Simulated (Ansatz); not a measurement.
# Response to strain in HgTe

Take HgTe in the zinc blende structure (space group F-43m, No. 216) as the base.

Space group F-43m (No. 216); a = b = c = 6.5728 Å, α = β = γ = 90.00°

```csv
atom,site,symmetry,x,y,z
Hg,4a,-43m,0.0000,0.0000,0.0000
Te,4d,-43m,0.7500,0.7500,0.7500
```
(The calculation used a cell of 2 atoms; values per cell refer to that cell.)

Strains are applied to the cell and any free atomic positions relax.

The values are results of r2SCAN (Ansatz, an electronic-structure program; PAW; 500 eV plane waves; spin-orbit coupling left out), not measurements.

Notes on the quantities. energy relative to the base: free energy F.

```tsv
case	energy relative to the base	shortest interatomic distance	pressure
base	0 meV/atom	2.846 Å	0.0 GPa
isotropic strain −3.00 %	+41 meV/atom	2.761 Å	4.6 GPa
isotropic strain −2.50 %	+28 meV/atom	2.775 Å	3.7 GPa
isotropic strain −2.00 %	+17 meV/atom	2.789 Å	2.8 GPa
isotropic strain −1.50 %	+9.6 meV/atom	2.803 Å	2.0 GPa
isotropic strain −1.00 %	+4.2 meV/atom	2.818 Å	1.3 GPa
isotropic strain −0.50 %	+1.0 meV/atom	2.832 Å	0.6 GPa
```

No phonon test of stability was made. All final runs are without spin polarisation.
